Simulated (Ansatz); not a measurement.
**What uniaxial strain ε_zz = −1.00 % does to CdF2**

Take CdF2 in the fluorite structure (space group Fm-3m, No. 225; a = 5.384 Å) as the base. Axes: x, y, z lie along the cube axes.

Modification: uniaxial strain ε_zz = −1.00 %, all other strain components held at zero; the atoms relax in the strained cell.

All numbers come from PBEsol in Ansatz (plane waves to 420 eV, PAW, spin-orbit coupling left out). Settings: 11×11×11 k-points, 0.05 eV Fermi–Dirac smearing.

| quantity | base | changed | shift |
|---|---|---|---|
| volume per atom | 13.01 Å³ | 12.88 Å³ | -0.13 Å³ |
| space group | Fm-3m (No. 225) | I4/mmm (No. 139) | – |
| energy relative to the base (free energy F) | 0 meV/atom | +0.7 meV/atom | +0.7 meV/atom |
| pressure (mean of the normal stresses, compression positive) | 0.00 GPa | 1.11 GPa | +1.11 GPa |
| band gap | 2.94 eV | 2.97 eV | +0.03 eV |
| gap character | – | indirect, R → Γ | – |
| electron mass | 0.37 mₑ (at Γ) | 0.37 mₑ (at Γ) | – |
| stress (xx, yy, zz, yz, xz, xy; compression positive) | – | (0.73, 0.73, 1.86, 0.00, 0.00, 0.00) GPa | – |

Masses are band curvatures over ±0.01 Å⁻¹ around the edge. Stability against distortions was not tested. Labels are those of the standard path for the cell's own space group.

Ansatz is a first-principles code.
